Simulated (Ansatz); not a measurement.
System: Ge-vacancy pair (Ge on one host Cu site, one Cu site vacant) in fcc Cu (neutral cell). These are PBE, PAW (plane waves to 420 eV; Ansatz, an electronic-structure program) values and carry that method's errors.

Cell of 32 host sites held at the relaxed PBE lattice; a 2×2×2 k-point mesh shifted by half a step; Fermi-Dirac width 0.10 eV, spin-restricted; finite-size errors left in. Static, classical nuclei. Forms of the defect that were not tried may lie lower.

Barriers: single points on a 4×4×4 k-point mesh shifted by half a step at the bands' geometries.

The step: the Ge atom itself jumps into the vacancy (Ge-vacancy distance between ideal sites 2.57 Å throughout). Atoms about the jump, Cartesian Å from the middle of the jump, before and after:

| atom | x0 | y0 | z0 | x1 | y1 | z1 |
|---|---|---|---|---|---|---|
| Ge1 | 0.00 | -0.84 | -0.84 | 0.00 | 0.84 | 0.84 |
| Cu2 | 1.81 | -0.88 | 0.93 | 1.81 | -0.93 | 0.88 |
| Cu3 | 1.81 | 0.93 | -0.89 | 1.81 | 0.89 | -0.93 |
| Cu4 | -1.81 | 0.93 | -0.89 | -1.81 | 0.89 | -0.93 |
| Cu5 | -1.81 | -0.88 | 0.93 | -1.81 | -0.93 | 0.88 |
| Cu6 | 0.00 | 2.72 | -0.88 | 0.00 | 2.73 | -0.93 |
| Cu7 | 0.00 | 0.93 | -2.73 | 0.00 | 0.88 | -2.72 |
| Cu8 | 0.00 | -2.73 | 0.93 | 0.00 | -2.72 | 0.88 |
| Cu9 | 0.00 | -0.88 | 2.72 | 0.00 | -0.93 | 2.73 |
| Cu10 | 1.80 | 2.71 | 0.91 | 1.83 | 2.74 | 0.90 |
| Cu11 | 1.83 | -0.90 | -2.74 | 1.80 | -0.91 | -2.71 |
| Cu12 | -1.80 | 0.92 | 2.71 | -1.83 | 0.90 | 2.74 |
| Cu13 | 1.83 | -2.74 | -0.90 | 1.80 | -2.71 | -0.92 |
| Cu14 | -1.83 | -2.74 | -0.90 | -1.80 | -2.71 | -0.92 |
| Cu15 | -1.83 | -0.90 | -2.74 | -1.80 | -0.92 | -2.71 |
| Cu16 | 1.80 | 0.92 | 2.71 | 1.83 | 0.90 | 2.74 |
| Cu17 | -1.80 | 2.71 | 0.92 | -1.83 | 2.74 | 0.90 |

Q: Predict the transition state.

A: 
```csv
atom,x,y,z
Ge1,0.00,0.00,-0.01
Cu2,1.96,-0.95,0.93
Cu3,1.96,0.94,-0.95
Cu4,-1.96,0.94,-0.95
Cu5,-1.95,-0.95,0.93
Cu6,0.00,2.68,-0.89
Cu7,0.00,0.88,-2.70
Cu8,0.00,-2.69,0.87
Cu9,0.00,-0.88,2.68
Cu10,1.78,2.72,0.90
Cu11,1.78,-0.91,-2.73
Cu12,-1.78,0.91,2.71
Cu13,1.78,-2.72,-0.92
Cu14,-1.78,-2.72,-0.92
Cu15,-1.78,-0.91,-2.73
Cu16,1.78,0.91,2.71
Cu17,-1.78,2.72,0.90
```
It lies 0.48 eV above the start and 0.48 eV above the end. The saddle point's order was not checked, and it lies on a symmetry element of the cell, where a band can be held.
